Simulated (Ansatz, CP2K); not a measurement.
An Ansatz (an electronic-structure program) input for a self-consistent single point of CaSe (Fm-3m, 2 atoms in the cell) (DFT, LDA (PW92), plane waves, default PAW files made with PBE):

Ansatz 0.2 input:
```yaml
crystal:
  lattice:
    - [0.00000000, 3.04004100, 3.04004100]
    - [3.04004100, 0.00000000, 3.04004100]
    - [3.04004100, 3.04004100, 0.00000000]
  atoms:
    - { symbol: Ca, position: [0.00000000, 0.00000000, 0.00000000] }
    - { symbol: Se, position: [0.50000000, 0.50000000, 0.50000000] }
kpoints:
  mp_grid: { grid: [6, 6, 6] }
hamiltonian:
  xc: lda
  pseudopotentials: { kind: paw }
scf:
  occupations: { method: fixed }
output:
  forces: true
  eigenvalues: true
  stress: true
```

Q: Write the same calculation as an input for CP2K.

A: One input that does it (others would too):

```
&GLOBAL
  PROJECT calc
  RUN_TYPE ENERGY_FORCE
  PRINT_LEVEL LOW
&END GLOBAL
&FORCE_EVAL
  METHOD Quickstep
  STRESS_TENSOR ANALYTICAL
  &DFT
    BASIS_SET_FILE_NAME BASIS_MOLOPT
    POTENTIAL_FILE_NAME GTH_POTENTIALS
    &QS
      METHOD GPW
      EPS_DEFAULT 1E-10
    &END QS
    &MGRID
      CUTOFF 500
      REL_CUTOFF 60
      NGRIDS 5
    &END MGRID
    &SCF
      SCF_GUESS ATOMIC
      EPS_SCF 1E-7
      MAX_SCF 100
      ADDED_MOS 4
      &DIAGONALIZATION
        ALGORITHM STANDARD
      &END DIAGONALIZATION
      &MIXING
        METHOD BROYDEN_MIXING
        ALPHA 0.4
        NBUFFER 12
        BETA 1.5
      &END MIXING
    &END SCF
    &KPOINTS
      SCHEME MONKHORST-PACK 6 6 6
      GAMMA_CENTERED T
    &END KPOINTS
    &XC
      &XC_FUNCTIONAL PADE
      &END XC_FUNCTIONAL
    &END XC
    &PRINT
      &MO
        EIGENVALUES T
        OCCUPATION_NUMBERS T
        NDIGITS 8
        FILENAME mo
        &EACH
          QS_SCF 0
        &END EACH
        ADD_LAST NUMERIC
      &END MO
      &MULLIKEN OFF
      &END MULLIKEN
    &END PRINT
  &END DFT
  &SUBSYS
    &CELL
      A 4.29926700 0.00000000 0.00000000
      B 2.14963400 3.72327500 0.00000000
      C 2.14963400 1.24109200 3.51033700
      PERIODIC XYZ
    &END CELL
    &COORD
      SCALED
      Ca       0.00000000     0.00000000     0.00000000
      Se       0.50000000     0.50000000     0.50000000
    &END COORD
    &KIND Ca
      BASIS_SET DZVP-MOLOPT-SR-GTH
      POTENTIAL GTH-PADE-q10
    &END KIND
    &KIND Se
      BASIS_SET DZVP-MOLOPT-SR-GTH
      POTENTIAL GTH-PADE-q6
    &END KIND
  &END SUBSYS
  &PRINT
    &FORCES ON
    &END FORCES
    &STRESS_TENSOR ON
    &END STRESS_TENSOR
  &END PRINT
&END FORCE_EVAL
```

Basis settings and potentials, where a program has them, do not carry over. This input uses DFT LDA (Pade form), GPW, DZVP-MOLOPT-SR-GTH basis, GTH-PADE potentials (GTH_POTENTIALS). LDA parametrisations can differ slightly between programs. Both were run: pressure -6.18 GPa in Ansatz and -5.73 in CP2K; gap on the mesh 2.053 eV in Ansatz and 2.077 in CP2K. Ansatz's pressure is the one without its finite-basis correction.

On Ansatz: the starting cell comes from a database of computed structures (which also holds hypothetical and non-ambient phases and stackings), without a prior relaxation at this level. Its lattice was rescaled by a random factor within 2.5 % of one. With a pressure of about -6 GPa the cell is away from its equilibrium volume at this level.

On CP2K: the starting cell comes from a database of computed structures (which also holds hypothetical and non-ambient phases and stackings), without a prior relaxation at this level. Its lattice was rescaled by a random factor within 2.5 % of one. Values carry the incompleteness of an atom-centred basis. With a pressure of about -6 GPa the cell is away from its equilibrium volume at this level.
